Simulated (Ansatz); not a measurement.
Start from Au in the fcc (Cu type) structure (space group Fm-3m, No. 225; a = 4.124 Å; relaxed with 0.1 eV smearing). Axes: x, y, z lie along the cube axes.

Structures relaxed with r2SCAN (Ansatz, an electronic-structure program; PAW; 500 eV plane waves; spin-orbit coupling left out), earlier PAW set.

Base:

Simulated powder pattern, Mo Kα, λ = 0.71073 Å (kinematic, ideal powder, no thermal factors, no anomalous dispersion; the 14 strongest lines at most, above 2 %, up to 2θ = 40°):

```tsv
2θ (°)	I/Imax (%)	hkl
17.17	100	(111)
19.85	51	(200)
28.21	38	(220)
33.21	47	(311)
34.73	14	(222)
```

Now apply this change: biaxial strain −0.76 %, plane normal [110], relaxed out of plane (Cartesian); in-plane vectors clamped, the third vector and the atoms free.

Question: Predict the new powder pattern.

Answer: 
Simulated powder pattern, Mo Kα, λ = 0.71073 Å (kinematic, ideal powder, no thermal factors, no anomalous dispersion; the 14 strongest lines at most, above 2 %, up to 2θ = 40°):

```tsv
2θ (°)	I/Imax (%)	hkl
17.06	100	(111)
17.30	97	(1 -1 1)
19.80	68	(200)
20.00	33	(002)
27.85	13	(220)
28.29	50	(202)
28.43	12	(2 -2 0)
32.97	31	(311)
33.35	46	(3 -1 1)
33.47	15	(1 -1 3)
34.52	14	(222)
35.01	13	(2 -2 2)
```

The indices refer to the base's conventional cell; one index is shown for lines that coincide. The space group is now Immm (No. 71).

Whether these cells are dynamically stable was not tested.
